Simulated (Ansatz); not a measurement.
Pressure series in WC

Take WC (space group P-6m2, No. 187; a = 2.9219 Å, c = 2.8471 Å) as the base.

Cell and atoms are relaxed at each pressure.

All numbers come from Ansatz (a program for electronic structure), PBE, PAW, cutoff 420 eV, spin-orbit coupling left out.

Notes on the quantities. enthalpy: H = E + PV relative to the base's energy.

```csv
change,enthalpy,shortest interatomic distance
base,–,2.207 Å
pressure −2 GPa,-0.13 eV/atom,?
pressure −1 GPa,-0.07 eV/atom,2.209 Å
pressure 1.8 GPa,+0.12 eV/atom,2.204 Å
pressure 4.2 GPa,+0.27 eV/atom,2.200 Å
pressure 9 GPa,+0.58 eV/atom,2.191 Å
pressure 18 GPa,+1.16 eV/atom,2.177 Å
pressure 30 GPa,+1.90 eV/atom,2.159 Å
pressure 45 GPa,+2.81 eV/atom,2.139 Å
pressure 60 GPa,+3.69 eV/atom,2.122 Å
```

**Question.** Fill in the withheld entries from the trend.

**Answer.** 
- pressure −2 GPa, shortest interatomic distance: 2.211 Å

Load acts through the strain it causes; cell and atoms are relaxed under it. No phonon test of stability was made. Competing high-pressure phases were not computed. The final runs are not spin-polarised.
